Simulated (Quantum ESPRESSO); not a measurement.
## Variants of one calculation on ZnCu₂SnS₄ (I-4, 8 atoms in the cell)

```yaml
crystal:
  lattice:
    - [-2.75411, 2.75411, 5.50915]
    - [2.75411, -2.75411, 5.50915]
    - [2.75411, 2.75411, -5.50915]
  atoms:
    - { symbol: Zn, position: [0.75000, 0.25000, 0.50000] }
    - { symbol: Cu, position: [0.00000, 0.00000, 0.00000] }
    - { symbol: Cu, position: [0.25000, 0.75000, 0.50000] }
    - { symbol: Sn, position: [0.50000, 0.50000, 0.00000] }
    - { symbol: S, position: [0.36432, 0.37124, 0.47758] }
    - { symbol: S, position: [0.62876, 0.10634, 0.99308] }
    - { symbol: S, position: [0.89366, 0.88674, 0.52242] }
    - { symbol: S, position: [0.11326, 0.63568, 0.00692] }
```

Base run A: Quantum ESPRESSO with PBEsol, PSlibrary PAW (PBE) pseudopotentials, self-consistent single point.

Its settings: ecutwfc = 55 Ry; ecutrho = 330 Ry; occupations = smearing; smearing = methfessel-paxton; degauss = 0.0099958 Ry; input_dft = pbesol; K_POINTS = automatic 5 5 5 1 1 1; conv_thr = 1e-10 Ry; mixing_beta = 0.5.

The starting cell comes from a database of computed structures (which also holds hypothetical and non-ambient phases and stackings), without a prior relaxation at this level. Its lattice was rescaled by a random factor within 2.5 % of one. In the base run, with a pressure of about -5 GPa the cell is away from its equilibrium volume at this level. The shifted mesh does not hold Γ, so a gap read on it misses any band edge there.

ΔF is the free energy per atom less that of run A. A dash stands where there is no value to compare (another energy zero or no entropy term, no result, no spin, no clean gap, or a mesh too coarse for one). 

Run A gave: pressure (GPa) -5.27; largest force (eV/Å) 0.132; gap on the mesh (eV) 0.525; k-points 21.

Runs:
- B: K_POINTS: automatic 5 5 5 1 1 1 → automatic 4 4 4 0 0 0
- C: lattice scaled by 1.015
- D: mixing_beta: 0.5 → 0.6

Problem. What does run C change against A?

Solution. The free energy rises by 35.5 meV/atom, the pressure goes from -5.27 to -7.52 GPa, the largest force goes from 0.132 to 0.055 eV/Å and the gap on the mesh goes from 0.525 to 0.431 eV.

Problem. What does run B change against A?

Solution. The free energy rises by 1.2 meV/atom, the pressure hardly changes (-5.27 to -5.25 GPa), the largest force moves little (0.132 to 0.136 eV/Å) and no clean gap remains on the mesh (levels overlap or are partly filled), against 0.53 eV before.

| run | ΔF (meV/atom) | pressure (GPa) | largest force (eV/Å) | gap on the mesh (eV) | k-points |
|---|---|---|---|---|---|
| A | 0.00 | -5.27 | 0.132 | 0.525 | 21 |
| B | 1.21 | -5.25 | 0.136 | – | 14 |
| C | 35.5 | -7.52 | 0.055 | 0.431 | 21 |
| D | 0.00 | -5.27 | 0.132 | 0.525 | 21 |
